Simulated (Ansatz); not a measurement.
Input and output of a self-consistent single point for AlNi (Pm-3m, 2 atoms in the cell) (Ansatz, an electronic-structure program).

Level of theory: PBE (plane waves, PAW; Ansatz).

The change in words: lattice scaled by 0.98. Reference geometry:
```xyz
2
Lattice="2.8214 0.0000 0.0000 0.0000 2.8214 0.0000 0.0000 0.0000 2.8214" Properties=species:S:1:pos:R:3 pbc="T T T"
Al     1.4107     1.4107     1.4107
Ni     0.0000     0.0000     0.0000
```

Reference input (self-consistent single point, DFT, PBE, plane waves, default PAW files): kpoints.mp_grid.grid = 9 9 9; hamiltonian.xc = pbe; hamiltonian.pseudopotentials = {kind: paw} (the program's default PAW files); scf.occupations.method = gaussian; scf.occupations.width = 0.272 eV. This run's input differs from it in these lines:

```diff
@@ -3,7 +3,7 @@
   lattice:
-    - [2.821390, 0.000000, 0.000000]
-    - [0.000000, 2.821390, 0.000000]
-    - [0.000000, 0.000000, 2.821390]
+    - [2.764962, 0.000000, 0.000000]
+    - [0.000000, 2.764962, 0.000000]
+    - [0.000000, 0.000000, 2.764962]
   atoms:
-    - { symbol: Al, position_ang: [1.410695, 1.410695, 1.410695] }
+    - { symbol: Al, position_ang: [1.382481, 1.382481, 1.382481] }
     - { symbol: Ni, position_ang: [0.000000, 0.000000, 0.000000] }
```

Output (repeated stretches shortened):

```
SCF iter   1: F=—  HF=-6378.295917 eV  |F-HF|=—  |Δ(HF+E_count)|=         —  Δρ=8.63e-3  dr2=9.39e-3  ethr=1.77e-3  ⟨swp⟩=4.1  Hψ=2335  notcnv=0
all-band conjugate gradients solve this SCF's bands
preconditioner: auto → none
SCF iter   2: F=—  HF=-6378.295145 eV  |F-HF|=—  |Δ(HF+E_count)|=   7.72e-4  Δρ=4.59e-3  dr2=3.13e-3  ethr=4.47e-5  ⟨swp⟩=1.0  Hψ=805  notcnv=0
SCF iter   3: F=—  HF=-6378.294703 eV  |F-HF|=—  |Δ(HF+E_count)|=   4.42e-4  Δρ=7.46e-4  dr2=7.73e-5  ethr=1.49e-5  ⟨swp⟩=1.1  Hψ=515  notcnv=0
SCF iter   4: F=—  HF=-6378.294793 eV  |F-HF|=—  |Δ(HF+E_count)|=   9.02e-5  Δρ=1.66e-4  dr2=1.86e-6  ethr=3.68e-7  ⟨swp⟩=2.3  Hψ=820  notcnv=0  defer=2
iter 5 did not close the SCF: its close was put off for the readings that it lacked (scf_convergence_deferred on its scf_iter line)
SCF iter   5: F=-6378.294793 eV  HF=-6378.294794 eV  |F-HF|=1.40e-8  |Δ(HF+E_count)|=   3.53e-7  Δρ=1.39e-5  dr2=1.15e-8  ethr=8.87e-9  ⟨swp⟩=2.2  Hψ=749  notcnv=0  defer=2
SCF iter   6: F=-6378.294794 eV  HF=-6378.294794 eV  |F-HF|=1.89e-10  |Δ(HF+E_count)|=   5.77e-9  Δρ=1.69e-6  dr2=1.98e-10  ethr=5.49e-11  ⟨swp⟩=3.3  Hψ=1915  notcnv=0
SCF 1 converged in 6 iterations: F = -6378.294794 eV  dr2 = 1.98e-10
Free energy (F): -6378.294794 eV
Internal energy: -6378.267480 eV  (E = F + TS)
E sigma→0 (E₀):  -6378.281137 eV
Entropy (-TS):   -0.027314 eV (-13.657 meV/atom)
Fermi energy:    16.261633 eV
--- Forces (eV/Å), atoms counted from 1 ---
  atom   1  Al    -0.00000000     0.00000000     0.00000000
  atom   2  Ni    -0.00000000     0.00000000    -0.00000000
--- Stress (GPa, compression-positive) ---
       29.083812       0.000000      -0.000000
        0.000000      29.083812       0.000000
        0.000000       0.000000      29.083812
  P = ⅓ Tr σ = 29.0838 GPa (290.838 kbar)
  The stress holds the Pulay correction. Without it, at fixed plane waves, as pw.x and ABINIT print it: P = 29.0023 GPa
```

The run converged in 6 iterations. Against the reference run the free energy rises by 87.6 meV/atom and the pressure goes from 14.15 to 29.08 GPa.

The starting cell comes from a database of computed structures (which also holds hypothetical and non-ambient phases and stackings), without a prior relaxation at this level. Its lattice was rescaled by a random factor within 2.5 % of one. For this run, on top of that: lattice scaled by 0.98. Spin polarisation is off. With a pressure of about 29 GPa the cell is away from its equilibrium volume at this level. Ansatz's pressure includes its estimate of the finite-basis (Pulay) stress.

Keys are those of Ansatz 0.2.
